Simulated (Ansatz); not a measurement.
# Cubic perovskite RbMnF3

Computed with Hartree–Fock in Ansatz (plane waves, PAW).

Settings: plane-wave cutoff 460 eV, 6×6×6 k mesh, Fermi–Dirac smearing 0.01 eV, spin-polarised start, scalar-relativistic PAW data made under PBE.

Cell: relaxed at this level.

```json
{
 "equilibrium_volume_per_atom": "16.06 Å³/atom",
 "bulk modulus B0": "62.4 GPa",
 "band_gap": "14.88 eV (on the SCF k mesh)",
 "smallest_direct_gap_on_the_k_points_sampled": "17.85 eV",
 "Γ–Γ gap": "18.04 eV",
 "equilibrium_lattice_constant_a": "4.314 Å"
}
```

Measured, for comparison: equilibrium volume per atom 15.24 Å³/atom (room temperature, not corrected to a static lattice; as tabulated in Dubrovin et al. (2021), arXiv:2110.13026). Computed (rounded) less measured: equilibrium volume per atom +5.4 %.

Note: the magnetic order was assumed, not searched for or taken from measurement; the relaxation could not lower the start's symmetry, so the cell can be a saddle point above a distorted one.

Spin–orbit coupling is not included.

Ansatz is an electronic-structure program.
